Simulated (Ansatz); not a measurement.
Base system: KF in the rock salt structure (space group Fm-3m, No. 225; a = 5.421 Å).

Structures relaxed with PBE (Ansatz, a first-principles code; PAW; 420 eV plane waves; scalar-relativistic without spin-orbit coupling).

Base:

Simulated powder pattern, Cu Kα1, λ = 1.54056 Å (kinematic, ideal powder, no thermal factors, no anomalous dispersion; the 10 strongest lines at most, above 2 %, up to 2θ = 90°):

| 2θ (°) | I/Imax (%) | hkl |
|---|---|---|
| 28.50 | 23 | (111) |
| 33.02 | 100 | (200) |
| 47.40 | 62 | (220) |
| 56.24 | 9.4 | (311) |
| 58.98 | 19 | (222) |
| 69.28 | 8.0 | (400) |
| 76.54 | 4.0 | (331) |
| 78.91 | 21 | (420) |
| 88.24 | 16 | (422) |

Perturbation: the cell is scaled by 0.9950 in all directions, atoms relaxed at fixed cell.

Predict the new powder pattern.


Simulated powder pattern, Cu Kα1, λ = 1.54056 Å (kinematic, ideal powder, no thermal factors, no anomalous dispersion; the 10 strongest lines at most, above 2 %, up to 2θ = 90°):

```tsv
2θ (°)	I/Imax (%)	hkl
28.64	23	(111)
33.19	100	(200)
47.65	62	(220)
56.54	9.3	(311)
59.30	19	(222)
69.67	8.0	(400)
77.00	4.0	(331)
79.39	21	(420)
88.80	16	(422)
```

The indices refer to the base's conventional cell; one index is shown for lines that coincide.

The cells carry an imposed strain or load. Whether these cells are dynamically stable was not tested.
